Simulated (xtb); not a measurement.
xtb 6.7.1, GFN1-xTB: Zr(S)(OMe)(NMe2) (C[O][Zr](=[S])[N](C)C), 16 atoms. The geometry is a generated start, not checked to be a minimum at this level.

run flags: --grad
method: GFN1-xTB
--acc: 1 (default)
--etemp (K): 300 (default)
basis functions: 58
valence electrons: 42

```xyz
16

Zr    -0.7593    -0.6323     0.1218
S      0.1481    -2.1097     1.6562
O     -0.6113    -1.4504    -1.5718
C     -0.4586    -2.8385    -1.7186
H     -0.9018    -3.3876    -0.8617
H     -0.9588    -3.1593    -2.6445
H      0.6089    -3.0986    -1.7898
N      0.2769     1.0894     0.3052
C      1.0760     1.2927     1.5116
C     -0.4383     2.3114    -0.0469
H      1.7937     2.1117     1.3596
H      0.4470     1.5529     2.3881
H      1.6357     0.3702     1.7273
H     -1.1582     2.6278     0.7432
H      0.2728     3.1426    -0.1795
H     -0.9727     2.1777    -1.0003
```

Charge 0 and multiplicity 1 are set for this test and not shown to be the ground state.

One run each on 1 thread. Values of broydamp tried: 0.02, 0.05, 0.1, 0.2, 0.4 (default), 0.6, 0.8, 1.

### Question
Predict the course of the SCC iterations along this series.

### Answer
Fewest SCC iterations, within one of each other: 0.4 (default) with 14, 0.6 with 14, 0.8 with 15. The count rises to 38 at 0.02. All converge to one solution.

```json
[
 {"broydamp": "0.02", "SCC iterations": "38", "end": "same solution"},
 {"broydamp": "0.05", "SCC iterations": "26", "end": "same solution"},
 {"broydamp": "0.1", "SCC iterations": "16", "end": "same solution"},
 {"broydamp": "0.2", "SCC iterations": "16", "end": "same solution"},
 {"broydamp": "0.4 (default)", "SCC iterations": "14", "end": "same solution"},
 {"broydamp": "0.6", "SCC iterations": "14", "end": "same solution"},
 {"broydamp": "0.8", "SCC iterations": "15", "end": "same solution"},
 {"broydamp": "1", "SCC iterations": "16", "end": "same solution"}
]
```
